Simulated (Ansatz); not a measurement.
MgSnO3 (model structure, started from the cubic perovskite type, Pm-3m, No. 221, 5 atoms in the cell) was calculated with G0W0@PBEsol in Ansatz (plane waves, hard PAW, contour deformation).

The cell is the one relaxed with PBEsol. Conventional cell: a = 3.9859 Å, b = 3.9859 Å, c = 3.9859 Å, α = 90.00°, β = 90.00°, γ = 90.00°.

The quasiparticle gap at Γ at a fixed k mesh 4×4×4:

```json
[
 {"response cutoff": "150 eV, 485 empty bands", "value (eV)": "3.566"},
 {"response cutoff": "200 eV, 747 empty bands", "value (eV)": "3.653"},
 {"response cutoff": "250 eV, 1044 empty bands", "value (eV)": "3.703"},
 {"response cutoff": "300 eV, 1373 empty bands", "value (eV)": "3.734"}
]
```

**Question.** Taking the value to converge with the response cutoff E as E^(−3/2), extrapolate from the last two rows.

**Answer.** With y = y∞ + c/w and weights w = 3953 and 5196 for the last two rows, y∞ = (w2 y2 − w1 y1)/(w2 − w1) = (5196 × 3.734 − 3953 × 3.703)/1243 = 3.833 eV, which lies 0.099 beyond the last row. Successive pairs of rows give 3.814, 3.829, 3.833. The limit also hangs on the law assumed, so its last digits aren't firm.

The other settings are not extrapolated, so this is the limit in one setting alone.

At the last cutoff the smallest gap on this mesh is 2.59 eV, with an edge away from Γ.

Spin–orbit coupling is not included.

Note: filled d or f shells below the valence bands can shift G0W0 gaps through exchange with them, which wasn't tested here.

A model structure was made by putting elements into a prototype or built by hand; it is no filed structure, need not be a known phase, and can be a saddle point held by its symmetry.

Ansatz is a first-principles code.
